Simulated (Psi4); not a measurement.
Psi4 1.11, PBE/def2-svp: tetrachloroaluminate ([Cl][Al-]([Cl])([Cl])[Cl]), charge -1, multiplicity 1, 5 atoms. The geometry is a generated start, not checked to be a minimum at this level.

task: energy
method: pbe
basis: def2-svp
memory: 3 GB
maxiter: 100
keys of the molecule block: symmetry c1
scf_type: df (default)
diis_max_vecs: 10 (default)
e_convergence: 1e-06 (default)
d_convergence: 1e-06 (default)
dft_radial_points: 75 (default)
dft_spherical_points: 302 (default)
basis functions: 90
grid points: 106389

```xyz
5

Cl    -1.6442    -0.4299    -1.2663
Al    -0.0032    -0.0035    -0.0047
Cl    -0.0545     2.0347     0.5588
Cl     1.8091    -0.3982    -1.0224
Cl    -0.1072    -1.2031     1.7347
```

Charge -1 and multiplicity 1 are set for this test and not shown to be the ground state.

With the defaults (diis = true, scf_initial_accelerator = adiis, damping_percentage = 0, soscf = false, soscf_start_convergence = 0.01, diis_start = 1, guess = auto, which took SAD) it converges in 6 SCF iterations. One run each on 2 threads, with these changes:
- guess = gwh
- guess = sapgau
- guess = huckel
- soscf = true, soscf_start_convergence = 0.001
- diis = false, scf_initial_accelerator = none, damping_percentage = 60
- diis_start = 4
- soscf = true
- guess = modhuckel
- soscf = true, soscf_start_convergence = 0.1

Question: Which of these changes keep the SCF from converging, or lead it to another solution?

Answer: No convergence: diis = false, scf_initial_accelerator = none, damping_percentage = 60 (the run ends without SCF convergence in 100 iterations). The rest reach the solution of the defaults.

```tsv
setting	SCF iterations	JK calls	end
soscf = true, soscf_start_convergence = 0.1	5	15	same solution
soscf = true	5	15	same solution
the defaults	6	7	same solution
soscf = true, soscf_start_convergence = 0.001	6	16	same solution
guess = sapgau	7	7	same solution
guess = huckel	8	19	same solution
guess = modhuckel	8	19	same solution
diis_start = 4	9	10	same solution
guess = gwh	10	10	same solution
diis = false, scf_initial_accelerator = none, damping_percentage = 60	100	101	no convergence
```

An SOSCF iteration holds several JK calls; a Hückel guess adds calls on atoms.
